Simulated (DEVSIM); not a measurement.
Structure: InP p-i-n diode, at 350 K.

| layer (left to right) | material | thickness (μm) | Nd (cm⁻³) | Na (cm⁻³) | τn (s) | τp (s) |
|---|---|---|---|---|---|---|
| 1 | InP | 0.230 | - | 4.1e17 | 6.3e-10 | 6.3e-10 |
| 2 | InP | 0.610 | 1.1e13 | - | 6.3e-10 | 6.3e-10 |
| 3 | InP | 0.300 | 2.5e17 | - | 6.3e-10 | 6.3e-10 |

Left contact: ohmic. Right contact: ohmic. Voltage is applied to the left contact. Recombination: SRH at mid-gap. Mobility is constant in doping. Where it depends on doping, it is μmin + (μ − μmin)/(1 + (N/Nref)^α).

This is a model device: material constants are rounded textbook-type values typed into the input, and sizes, dopings and lifetimes were drawn at random. Values at 300 K; Nc and Nv go as T^1.5, mobilities as T to minus their exponent, the gap by Varshni's rule with the affinity fixed. The table also holds parameters that only a changed run uses.

```csv
parameter,InP
gap (eV),1.344
affinity (eV),4.38
permittivity,12.5
Nc (cm⁻³),5.7e17
Nv (cm⁻³),1.1e19
μn (cm²/Vs),5200
μp (cm²/Vs),170
"μn,min",400
"μp,min",10
"Nref,n",3e17
"Nref,p",4.9e17
αn,0.47
αp,0.62
T exponent of μn,2
T exponent of μp,2
Cn (cm⁶/s),9e-31
Cp (cm⁶/s),9e-31
Varshni α (eV/K),0.000363
Varshni β (K),162
```

Model (solved in DEVSIM): 1D drift-diffusion, Boltzmann statistics, complete ionisation; no tunnelling, impact ionisation, image-force lowering or self-heating.

Base results: dark forward voltage at 100 A/cm² (V) 0.947; dark forward voltage at 1 A/cm² (V) 0.760.

Question: What follows from this one change: thickness of layer 1 0.23 → 0.69 μm?

Answer: dark forward voltage at 100 A/cm² 0.947 → 0.969 V; dark forward voltage at 1 A/cm² 0.760 → 0.764 V.

Question: What follows from this one change: minority lifetime in layer 2 6.3e-10 → 6.3e-11 s?

Answer: dark forward voltage at 100 A/cm² 0.947 → 0.937 V; dark forward voltage at 1 A/cm² 0.760 → 0.718 V.

Question: What follows from this one change: thickness of layer 2 0.61 → 1 μm?

Answer: dark forward voltage at 100 A/cm² 0.947 → 0.943 V; dark forward voltage at 1 A/cm² 0.760 → 0.732 V.

Question: What follows from this one change: doping-dependent mobility in place of the constant one?

Answer: dark forward voltage at 100 A/cm² 0.947 → 0.961 V; dark forward voltage at 1 A/cm² little changed (0.763 V).
